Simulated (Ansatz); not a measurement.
MgSe in the rock salt structure (space group Fm-3m, No. 225)

```cif
data_MgSe
_chemical_formula_sum 'Mg1 Se1'
_space_group_name_H-M_alt 'P 1'
_space_group_IT_number 1
_cell_length_a 3.89477
_cell_length_b 3.89477
_cell_length_c 3.89477
_cell_angle_alpha 60.000
_cell_angle_beta 60.000
_cell_angle_gamma 60.000
loop_
_space_group_symop_operation_xyz
  'x, y, z'
loop_
_atom_site_label
_atom_site_type_symbol
_atom_site_fract_x
_atom_site_fract_y
_atom_site_fract_z
_atom_site_occupancy
Mg1 Mg 0.00000 0.00000 0.00000 1
Se1 Se 0.50000 0.50000 0.50000 1
```

Method: Kohn–Sham DFT with the PBE functional, run in Ansatz (a first-principles code) with PAW and 420 eV plane waves, scalar-relativistic without spin-orbit coupling. Γ-centred 10×10×10 mesh, Fermi–Dirac width 0.05 eV.

| Quantity | Result |
|---|---|
| Volume per atom | 20.89 Å³ |
| Density | 4.10 g/cm³ |
| Band gap | 1.77 eV, indirect, Γ → X |
| Electron mass | 0.48 mₑ along k, 0.24 mₑ across |
| Hole mass (degenerate bands, along [100]) | 0.16, 0.82, 0.82 mₑ |
| Lowest conduction-band minima above the VBM | X along ⟨100⟩ 1.77 eV; Γ 2.40 eV |
| Total energy | -3697.682 eV/atom (σ→0; compares only within this code and set-up) |

Masses are band curvatures over ±0.01 Å⁻¹ around the edge. Along k means along the line from Γ to the band edge. Whether these cells are dynamically stable was not tested.
